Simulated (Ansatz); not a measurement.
Hypothetical zinc blende YP, pressure series

Base system: YP in the zinc blende structure (space group F-43m, No. 216; a = 6.290 Å; a hypothetical phase, not in the database extracts checked).

Cell and atoms are relaxed at each pressure.

Method: plane-wave PAW DFT at the PBE level (Ansatz, a quantum-chemistry and plane-wave program, 420 eV), no SOC.

| case | band gap | width of the top valence band | lattice parameter a |
|---|---|---|---|
| base | 1.64 eV | 0.81 eV | 6.290 Å |
| pressure −2 GPa | 1.68 eV | 0.75 eV | 6.372 Å |
| pressure −1 GPa | 1.66 eV | 0.78 eV | 6.329 Å |
| pressure 0.9 GPa | 1.63 eV | 0.84 eV | 6.258 Å |
| pressure 2.1 GPa | 1.61 eV | 0.88 eV | 6.216 Å |
| pressure 4.5 GPa | 1.56 eV | 0.95 eV | 6.143 Å |
| pressure 9 GPa | 1.48 eV | 1.08 eV | 6.028 Å |
| pressure 15 GPa | 1.36 eV | 1.24 eV | 5.904 Å |
| pressure 22.5 GPa | 1.20 eV | 1.44 eV | 5.779 Å |
| pressure 30 GPa | 1.03 eV | 1.64 eV | 5.675 Å |

Load acts through the strain it causes; cell and atoms are relaxed under it. Stability against distortions was not tested. No other phases were tried under pressure.
